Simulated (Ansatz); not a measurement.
Start from InAs in the zinc blende structure (space group F-43m, No. 216; a = 6.110 Å). Axes: x, y, z lie along the cube axes.

The values are results of r2SCAN in Ansatz (plane waves to 500 eV, PAW, scalar-relativistic without spin-orbit coupling), not measurements.

Strains are applied to the cell and any free atomic positions relax.

One change was made to it. Results:

The band gap goes from 0.08 eV to zero; the pressure (mean of the normal stresses, compression positive) goes from zero to -1.1 GPa; the energy increases by 2.9 meV/atom.

Task: What was done to the base?
(A) uniaxial strain ε_zz = +2.00 %
(B) uniaxial strain ε_zz = +1.00 %
(C) uniaxial strain ε_zz = +2.50 %
(D) uniaxial strain ε_zz = +3.00 %
(E) uniaxial strain ε_zz = +0.50 %

Result: A, uniaxial strain ε_zz = +2.00 %. For comparison, the energy relative to the base in the other runs: uniaxial strain ε_zz = +3.00 % gives +6.4 meV/atom; uniaxial strain ε_zz = +0.50 % gives +0.2 meV/atom; uniaxial strain ε_zz = +2.50 % gives +4.5 meV/atom; uniaxial strain ε_zz = +1.00 % gives +0.7 meV/atom.

A case with no gap was solved on a k-mesh chosen for an insulator, which is coarse for it. Whether these cells are dynamically stable was not tested. All final runs are without spin polarisation. Gaps under 0.05 eV, about the width of the smearing, are given as zero. A zero or small gap of InAs can be the functional's error rather than a property of the material.

Ansatz is an electronic-structure program.
